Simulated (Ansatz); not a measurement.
Base system: HgTe in the zinc blende structure (space group F-43m, No. 216; a = 6.435 Å).

Structures relaxed with LDA/PAW in Ansatz (an electronic-structure program), spin-orbit coupling left out.

Base:

Simulated powder pattern, Cu Kα1, λ = 1.54056 Å (kinematic, ideal powder, no thermal factors, no anomalous dispersion; the 14 strongest lines at most, above 2 %, up to 2θ = 90°):

```json
[
 {"2θ (°)": "23.93", "I/Imax (%)": "100", "hkl": "(111)"},
 {"2θ (°)": "27.70", "I/Imax (%)": "5.5", "hkl": "(200)"},
 {"2θ (°)": "39.58", "I/Imax (%)": "77", "hkl": "(220)"},
 {"2θ (°)": "46.78", "I/Imax (%)": "51", "hkl": "(311)"},
 {"2θ (°)": "57.21", "I/Imax (%)": "13", "hkl": "(400)"},
 {"2θ (°)": "62.90", "I/Imax (%)": "21", "hkl": "(331)"},
 {"2θ (°)": "64.73", "I/Imax (%)": "2.4", "hkl": "(420)"},
 {"2θ (°)": "71.81", "I/Imax (%)": "27", "hkl": "(422)"},
 {"2θ (°)": "76.92", "I/Imax (%)": "16", "hkl": "(511)"},
 {"2θ (°)": "85.24", "I/Imax (%)": "8.9", "hkl": "(440)"}
]
```

After one change:

Simulated powder pattern, Cu Kα1, λ = 1.54056 Å (kinematic, ideal powder, no thermal factors, no anomalous dispersion; the 14 strongest lines at most, above 2 %, up to 2θ = 90°):

```json
[
 {"2θ (°)": "25.55", "I/Imax (%)": "100"},
 {"2θ (°)": "29.59", "I/Imax (%)": "5.5"},
 {"2θ (°)": "42.33", "I/Imax (%)": "75"},
 {"2θ (°)": "50.10", "I/Imax (%)": "49"},
 {"2θ (°)": "61.41", "I/Imax (%)": "13"},
 {"2θ (°)": "67.62", "I/Imax (%)": "20"},
 {"2θ (°)": "69.63", "I/Imax (%)": "2.3"},
 {"2θ (°)": "77.43", "I/Imax (%)": "26"},
 {"2θ (°)": "83.11", "I/Imax (%)": "16"}
]
```

Name the change that was made.
A) pressure 30 GPa
B) pressure −2 GPa
C) pressure 4.5 GPa
D) pressure 15 GPa

D, pressure 15 GPa. Its volume per atom is 27.46 Å³ against 33.31 Å³, and its space group is F-43m (No. 216).

The mesh was chosen for an insulator and is coarse for the gapless case. Load acts through the strain it causes; cell and atoms are relaxed under it. Whether these cells are dynamically stable was not tested. Tetrahedral semiconductors of this kind turn to denser phases somewhere between about 1 and 50 GPa; those were not computed, so compressed cells here can lie past the real transition. The final runs are not spin-polarised.
